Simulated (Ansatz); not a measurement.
Checking a run of Ansatz (a first-principles code) on CsMg6Al (P1, 8 atoms in the cell). The aim is a self-consistent single point with DFT, PBEsol, plane waves, default PAW files made with PBE.

Cell that was meant: a = 5.1654 Å, b = 6.9708 Å, c = 6.9708 Å, α = 63.08°, β = 90.00°, γ = 90.00°.

Part of the input:

Ansatz 0.2 input:
```yaml
  xc: pbesol
  pseudopotentials: { kind: paw }
scf:
  occupations: { method: cold, width: 1.36 eV }
output:
  forces: true
  eigenvalues: true
```

Log, with long lists cut:

```
WARN basis.ecutwfc = 420 eV, the default
WARN ansatz: RAYON_NUM_THREADS=1 ignored (pool sized by the plan → 1); use --threads N
   [... lines left out ...]
PAW frozen core: Al, regenerated for the run's functional, and the local potential with it
Initial density: superposition of atomic densities (neutral atoms: chi_scale 0, normalization atom), corrected by the library's trained network
Initial wavefunctions: pseudopotential atomic-orbital guess
Eigensolver: davidson
Functional: x = pbesol(κ = 0.804, μ = 0.12345679012345678), c = pbesol(β = 0.046)
SCF iter   1: F=—  HF=-17580.236772 eV  |F-HF|=—  |Δ(HF+E_count)|=         —  Δρ=2.11e-3  dr2=1.86e-2  ethr=1.77e-3  ⟨swp⟩=11.6  Hψ=11721  notcnv=0
all-band conjugate gradients solve this SCF's bands
preconditioner: auto → Kerker (q_TF=auto, 2.258 Å⁻¹)
SCF iter   2: F=—  HF=-17580.234323 eV  |F-HF|=—  |Δ(HF+E_count)|=   2.45e-3  S|Δr|=    0.00e0  Δρ=1.13e-3  dr2=7.43e-3  ethr=2.58e-5  ⟨swp⟩=2.1  Hψ=3393  notcnv=0
   [... lines left out ...]
SCF iter   5: F=—  HF=-17580.233093 eV  |F-HF|=—  |Δ(HF+E_count)|=   5.67e-5  S|Δr|=    0.00e0  Δρ=2.03e-5  dr2=2.92e-6  ethr=4.59e-8  ⟨swp⟩=2.0  Hψ=2726  notcnv=0
SCF iter   6: F=—  HF=-17580.233092 eV  |F-HF|=—  |Δ(HF+E_count)|=   7.16e-7  S|Δr|=    0.00e0  Δρ=6.67e-6  dr2=1.80e-7  ethr=4.05e-9  ⟨swp⟩=2.1  Hψ=3850  notcnv=0
SCF iter   7: F=-17580.233092 eV  HF=-17580.233092 eV  |F-HF|=2.02e-8  |Δ(HF+E_count)|=   6.56e-8  S|Δr|=    0.00e0  Δρ=2.41e-6  dr2=3.26e-8  ethr=1.39e-10  ⟨swp⟩=8.0  Hψ=8650  notcnv=0
SCF 1 converged in 7 iterations: F = -17580.233092 eV  dr2 = 3.26e-8
Stability not checked (fill_not_monotonic)
Free energy (F): -17580.233092 eV
Internal energy: -17579.706500 eV  (E = F + TS)
E sigma→0 (E₀):  -17580.057561 eV
Entropy (-TS):   -0.526592 eV (-65.824 meV/atom)
Fermi energy:    5.193104 eV
--- Forces (eV/Å), atoms counted from 1 ---
  atom   1  Cs    -0.28509489    -0.11912406    -0.70816794
  atom   2  Mg    -0.08294543    -0.24740027     0.55245270
  atom   3  Mg    -0.16052722     0.09482424     0.26093554
   [... lines left out ...]
  atom   8  Al     0.03076024     0.03464988    -0.04437360
--- Stress (GPa, compression-positive) ---
       -0.272030       0.128496      -0.248146
        0.128496      -0.133167      -0.292933
       -0.248146      -0.292933      -0.378394
  P = ⅓ Tr σ = -0.2612 GPa (-2.612 kbar)
  The stress holds the Pulay correction. Without it, at fixed plane waves, as pw.x and ABINIT print it: P = -0.2661 GPa
```

Is this run sound? If not, what is wrong?

The run is not sound. The fault is a smearing width that is far too large. A width of many tenths of an electronvolt moves electrons far across the Fermi level or the gap, and the free energy and its derivatives carry a large smearing term. To fix it, use a width small against the gap or band features. The run converged in 7 iterations without an error; against the sound input the free energy falls by 12.5 meV/atom, the pressure hardly changes (-0.34 to -0.26 GPa) and the largest force goes from 0.746 to 0.773 eV/Å.

The sound input it was made from differs as follows (other fixes are possible):
```diff
-  occupations: { method: cold, width: 1.36 eV }
+  occupations: { method: cold, width: 0.2 eV }
```

With that input, the run converged in 7 iterations: free energy E − TS (on the zero of these files) -17580.1328 eV; Fermi level (on the code's own zero) 5.13 eV; pressure -0.34 GPa; largest force (vector length) 0.746 eV/Å (DFT, PBEsol, plane waves, default PAW files made with PBE).

On the sound input: the starting cell comes from a database of computed structures (which also holds hypothetical and non-ambient phases and stackings), without a prior relaxation at this level. Its atoms were displaced at random from the sites of space group no. 38. Ansatz's pressure includes its estimate of the finite-basis (Pulay) stress.
